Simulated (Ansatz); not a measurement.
Reference: KBr (Pm-3m), PBEsol with spin-orbit coupling, rigid bands (plane waves, PAW; Ansatz, a first-principles code); geometry: cell and atoms relaxed with PBEsol.

KBr has the cubic space group Pm-3m (No. 221), the CsCl type structure, Pearson symbol cP2. Cell: a = 3.933 Å, b = 3.933 Å, c = 3.933 Å, α = 90.00°, β = 90.00°, γ = 90.00°. K on 1a has 8 Br at 3.406 Å (cubic). Br on 1b has 8 K at 3.406 Å (cubic). (Neighbours: up to the widest gap in distance over summed covalent radii, below 1.35, at either atom; cation-cation and far metal-metal contacts left out.)

The band gap is 3.94 eV and the electron conductivity mass comes out as 0.33 mₑ. The hole conductivity mass is 1.14 mₑ and the Seebeck coefficient, n-type 1e19 cm⁻³ is -165 μV/K.

Problem. Swap K for Rb, keeping the structure type. How do these values move?

Solution. RbBr (Pm-3m): volume per atom 30.4 to 33.8 Å³; band gap stays about the same (3.94 eV to 4.00 eV); electron conductivity mass falls (0.33 mₑ to 0.31 mₑ); hole conductivity mass rises (1.14 mₑ to 1.54 mₑ); Seebeck coefficient, n-type 1e19 cm⁻³ stays about the same (-165 μV/K to -159 μV/K).

Problem. Replace Br by I on the same sites and relax. What happens?

Solution. KI (Pm-3m): volume per atom 30.4 to 37.8 Å³; band gap falls (3.94 eV to 3.24 eV); electron conductivity mass falls (0.33 mₑ to 0.29 mₑ); hole conductivity mass falls (1.14 mₑ to 0.94 mₑ); Seebeck coefficient, n-type 1e19 cm⁻³ falls in size (-165 μV/K to -150 μV/K).

Moves up to 5 % count as about the same. Masses are for dilute carriers at 300 K, harmonic means over directions unless an axis is named. Seebeck coefficients are for the stated density at 300 K, with one relaxation time for all states and whether or not that doping can be reached.

Computed structure with no diffraction record at hand here (it may be known, metastable or hypothetical): KBr (Pm-3m), KI (Pm-3m), RbBr (Pm-3m).
